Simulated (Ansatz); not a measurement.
Data:

```
Mo
1.0
    3.01818     0.00000     0.00000
    0.00000     3.01818     0.00000
    1.50909    -1.50909     1.59285
Mo
1
Direct
  0.00000   0.00000   0.00000
```

No spin polarisation.

The values are results of LDA (Ansatz, an electronic-structure program, PAW, scalar-relativistic without spin-orbit coupling), not measurements. Settings: 30×30×30 k-points, 0.1 eV Fermi–Dirac smearing.

Problem. Predict the in-plane stress and band gap.

Solution. The mean in-plane stress (compression positive) is +18.3 GPa and the band gap comes out as zero.

The cells carry an imposed strain or load. Stability against distortions was not tested. The final runs are not spin-polarised. The cell was made from Mo in the bcc (W type) structure (space group Im-3m, No. 229) by this change: biaxial strain −3.00 %, plane normal [001], relaxed out of plane.
